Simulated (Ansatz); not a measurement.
# Worked sum: formation energy of TiAl3 (I4/mmm) from the elements

Consider the formation energy of TiAl3 (I4/mmm) from the elements. Reaction: Ti (hcp) + 3 Al (fcc) → TiAl3 (I4/mmm). Negative: the products are lower in energy. The value is per atom of the solid.

TiAl3 (I4/mmm), 4 atoms in the cell; spin state with PBE: run without spin. Conventional cell: a = 3.8486 Å, b = 3.8486 Å, c = 8.6125 Å, α = 90.00°, β = 90.00°, γ = 90.00°.

Method: Ansatz (a first-principles code), PAW, neutral cells at 0 K with nuclei at rest, on structures from PBE. Ansatz runs with its default PAW set. Other levels take these structures. The lattices are those relaxed with PBE, so at other levels the solids can be strained, which adds to the spread. A dispersion term (D3(BJ), or D4 for r2SCAN) was computed beside these levels and is taken off wherever the name lacks it.

Total energies of the cells in eV, at zero smearing width. They compare only within one column; the weights balance every element.

| cell | atoms | weight | PBE | LDA |
|---|---|---|---|---|
| TiAl3 (I4/mmm) | 4 | +2 | -4113.76095 | -3990.54683 |
| Ti (hcp) | 2 | −1 | -4999.33129 | -4900.52481 |
| Al (fcc) | 1 | −6 | -537.50370 | -512.87146 |

PBE: 2 × (-4113.76095) − (-4999.33129) − 6 × (-537.50370) = -3.168 eV; dividing by 8 atoms gives -0.40 eV/atom.

LDA: 2 × (-3990.54683) − (-4900.52481) − 6 × (-512.87146) = -3.340 eV; dividing by 8 atoms gives -0.42 eV/atom.

What follows from the PBE value: A formula unit of TiAl3 has 4 atoms, so it forms with -0.3961 × 4 = -1.584 eV, or -152.8 kJ/mol at 96.485 kJ/mol per eV.
